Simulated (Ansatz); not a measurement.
End structure of the (100) surface of rock-salt TiN, half the N sites of the top plane empty, c(2x2) (bottom of the slab: a bare face, its two planes held):

```xyz
23
Lattice="3.0030 3.0030 0.0000 -3.0030 3.0030 0.0000 0.0000 0.0000 27.0000" Properties=species:S:1:pos:R:3 pbc="T T T"
N      0.0000     0.0000     8.1914
N      0.0000     3.0030     8.1914
Ti     1.5015     1.5015     8.1914
Ti    -1.5015     1.5015     8.1914
N      1.5015     1.5015    10.3148
N     -1.5015     1.5015    10.3148
Ti     0.0000     0.0000    10.3148
Ti     0.0000     3.0030    10.3148
N      0.0000     0.0000    12.4468
N      0.0000     3.0030    12.4468
Ti     1.5015     1.5015    12.4348
Ti    -1.5015     1.5015    12.4150
N      1.5015     1.5015    14.5411
N     -1.5015     1.5015    14.5373
Ti     0.0000     0.0000    14.5958
Ti     0.0000     3.0030    14.5958
N      0.0000     0.0000    16.6938
N      0.0000     3.0030    16.6938
Ti     1.5015     1.5015    16.5928
Ti    -1.5015     1.5015    16.6847
N     -1.5015     1.5015    18.9293
Ti     0.0000     0.0000    18.6720
Ti     0.0000     3.0030    18.6720
```

Slab: 23 atoms, 10.6 Å thick at the start with caps and adatoms (thin: gaps and levels are the slab's own); k 9x9x1, smearing 0.1 eV, dipole-corrected; 8 atoms held, the rest relaxed; symmetry of the start imposed; no spin, no spin-orbit, no U. It is one candidate, not shown to be the stable structure of the face.

What is the computed work function of the top face (PBE in Ansatz, a program for electronic structure)?

3.45 eV
